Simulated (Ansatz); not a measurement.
Start from LiF in the rock salt structure (space group Fm-3m, No. 225).

```yaml
crystal:
  lattice:
    - [0.00000, 2.00387, 2.00387]
    - [2.00387, 0.00000, 2.00387]
    - [2.00387, 2.00387, 0.00000]
  atoms:
    - { symbol: Li, position: [0.00000, 0.00000, 0.00000] }
    - { symbol: F, position: [0.50000, 0.50000, 0.50000] }
```

Calculations: plane-wave PAW DFT at the PBEsol level (Ansatz, a program for electronic structure, 420 eV), no spin-orbit coupling.

One change was made to it. Results:

| quantity | base | after |
|---|---|---|
| volume per atom | 8.05 Å³ | 12.40 Å³ |
| band gap | 9.05 eV | 6.20 eV |

**Question.** Which change produced these results?
A) Li → Na
B) Li → H
C) Li → Be

**Answer.** A, Li → Na. For comparison, the band gap in the other runs: Li → Be gives zero; Li → H gives 3.12 eV.

Stability against distortions was not tested. As relaxed here, BeF and HF are hypothetical phases, not in the database extracts checked. All final runs are without spin polarisation. An odd electron count without spin: BeF.
